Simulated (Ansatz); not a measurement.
# A computed series for Ti3AlC: pressure series

The parent structure is Ti$_{3}$AlC in the anti-perovskite structure (space group Pm-3m, No. 221; a = 4.141 Å; a cell from a computed database, its experimental status unchecked).

Cell and atoms are relaxed at each pressure.

Calculations: PBEsol (Ansatz, a program for electronic structure; PAW; 420 eV plane waves; no spin-orbit coupling).

Two rows of this table had their results exchanged by mistake.

| pressure | volume per atom (Å³) | shortest distance (Å) | band gap |
|---|---|---|---|
| pressure −2 GPa | 14.38 | 2.079 | zero |
| pressure −1 GPa | 14.29 | 2.075 | zero |
| pressure 0.3 GPa | 14.17 | 2.069 | zero |
| pressure 0.7 GPa | 13.95 | 2.058 | zero |
| pressure 1.5 GPa | 14.07 | 2.064 | zero |
| pressure 3 GPa | 14.14 | 2.067 | zero |
| pressure 5 GPa | 13.79 | 2.050 | zero |
| pressure 7.5 GPa | 13.61 | 2.041 | zero |
| pressure 10 GPa | 13.44 | 2.033 | zero |

Which two?

The rows for pressure 0.7 GPa and pressure 3 GPa: the volume has to fall steadily with pressure, so 14.14 Å³ belongs to pressure 0.7 GPa and 13.95 Å³ to pressure 3 GPa.

Load acts through the strain it causes; cell and atoms are relaxed under it. No phonon test of stability was made. Competing high-pressure phases were not computed. All final runs are without spin polarisation. An odd electron count without spin: Ti3AlC.
